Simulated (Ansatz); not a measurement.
Si vacancy + N on the C site in 6H silicon carbide (start: the Si(h) site; C(h) 1.90 Å away, along c; 144-site cell, 2×2×1 shifted sampling). These are PBE, PAW (plane waves to 420 eV; Ansatz, a first-principles code) values and carry that method's errors. Total energies of the localised charge states, counted from that of charge 0, and their image corrections (point charge with alignment); the host's valence-band maximum lies at 9.344 eV on the cells' energy zero and its gap is 2.01 eV.

| charge | moment (μB) | E − E(first) (eV) | correction (eV) |
|---|---|---|---|
| 0 | 1.0 | 0.000 | 0.000 |
| −1 | 2.0 | 9.896 | 0.301 |
| −2 | 1.0 | 20.395 | 0.887 |

**Question.** Derive the transition levels above the valence-band maximum and say which of them are thermodynamic.

**Answer.** A level is the Fermi energy at which two charges have equal formation energy: ε(q/q′) = [E(q′) + corr(q′) − E(q) − corr(q)] / (q − q′) − E_VBM.
ε(0/−1) = [(9.896 + 0.301) − (0.000 + 0.000)] / 1 − 9.344 = 0.85 eV
ε(−1/−2) = [(20.395 + 0.887) − (9.896 + 0.301)] / 1 − 9.344 = 1.74 eV
Thermodynamic levels at least 0.1 eV inside the gap: (0/−1) at 0.85 eV; (−1/−2) at 1.74 eV. They hold to tenths of an eV in this cell. Charges with a result: +1, 0, −1, −2. Others weren't obtained, and one of them could lie lower, also by skipping a charge. Charge +1 has its level within 0.1 eV of a band edge or past it. The geometries come from one start. Flagged in the runs: a host whose relaxation on this sampling wasn't shown to rest.
